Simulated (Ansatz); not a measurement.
# Pressure series in hypothetical Pm-3n GaAs

Take GaAs (space group Pm-3n, No. 223; a hypothetical phase, not in the database extracts checked) as the base.

```
CELL_PARAMETERS angstrom
      6.98224     0.00000     0.00000
      0.00000     6.98224     0.00000
      0.00000     0.00000     6.98224
ATOMIC_POSITIONS crystal
  Ga 0.25000 0.00000 0.50000
  Ga 0.50000 0.25000 0.00000
  Ga 0.50000 0.75000 0.00000
  Ga 0.75000 0.00000 0.50000
  Ga 0.00000 0.50000 0.75000
  Ga 0.00000 0.50000 0.25000
  As 0.25000 0.50000 0.00000
  As 0.00000 0.25000 0.50000
  As 0.00000 0.75000 0.50000
  As 0.75000 0.50000 0.00000
  As 0.50000 0.00000 0.75000
  As 0.50000 0.00000 0.25000
```

Cell and atoms are relaxed at each pressure.

Method: Ansatz (a program for electronic structure) PBEsol, no spin-orbit coupling.

| variant | gap character | band gap | width of the top valence band | shortest interatomic distance |
|---|---|---|---|---|
| base | direct at Γ | 0.28 eV | 1.66 eV | 2.469 Å |
| pressure −2 GPa | – | zero | – | (withheld) |
| pressure −1 GPa | direct at Γ | (withheld) | 1.61 eV | 2.486 Å |
| pressure 0.3 GPa | direct at Γ | 0.33 eV | 1.68 eV | 2.464 Å |
| pressure 0.7 GPa | direct at Γ | 0.38 eV | 1.70 eV | 2.458 Å |
| pressure 1.5 GPa | direct at Γ | 0.48 eV | 1.73 eV | 2.446 Å |
| pressure 3 GPa | – | 0.63 eV | (withheld) | 2.427 Å |
| pressure 5 GPa | indirect, Γ → Γ–X (67 % along) | 0.60 eV | 1.88 eV | 2.404 Å |
| pressure 7.5 GPa | indirect, Γ → Γ–X (67 % along) | 0.56 eV | 1.97 eV | 2.379 Å |
| pressure 10 GPa | indirect, Γ → Γ–X (67 % along) | 0.51 eV | 2.06 eV | 2.357 Å |

**Question.** Fill in the withheld entries from the trend.

**Answer.** 
- pressure −2 GPa, shortest interatomic distance: 2.505 Å
- pressure −1 GPa, band gap: 0.14 eV
- pressure 3 GPa, width of the top valence band: 1.80 eV

The mesh was chosen for an insulator and is coarse for the gapless case. Load acts through the strain it causes; cell and atoms are relaxed under it. Whether these cells are dynamically stable was not tested. Competing high-pressure phases were not computed. All final runs are without spin polarisation. The zero or small gap of GaAs can change with the level of theory.
